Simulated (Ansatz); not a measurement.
**AlN, response to strain**

The reference is AlN in the zinc blende structure (space group F-43m, No. 216; a = 4.3777 Å). Axes: x, y, z lie along the cube axes.

Strains are applied to the cell and any free atomic positions relax.

Calculations: PBEsol (Ansatz, a quantum-chemistry and plane-wave program, PAW, no spin-orbit coupling).

Candidates:
(a) tensor shear ε_xy = +1.14 %
(b) tensor shear ε_xy = +0.86 %
(c) tensor shear ε_xy = +1.43 %
(d) tensor shear ε_xy = +0.29 %

Before the change:

```
Property    Value
--------  -------
Band gap  3.19 eV
```

**Question.** Order them by band gap, lowest first.

**Answer.** (c) tensor shear ε_xy = +1.43 % (3.04 eV), (a) tensor shear ε_xy = +1.14 % (3.08 eV), (b) tensor shear ε_xy = +0.86 % (3.11 eV), (d) tensor shear ε_xy = +0.29 % (3.17 eV)

Whether these cells are dynamically stable was not tested. This is not the structure that AlN has at room temperature and ambient pressure.
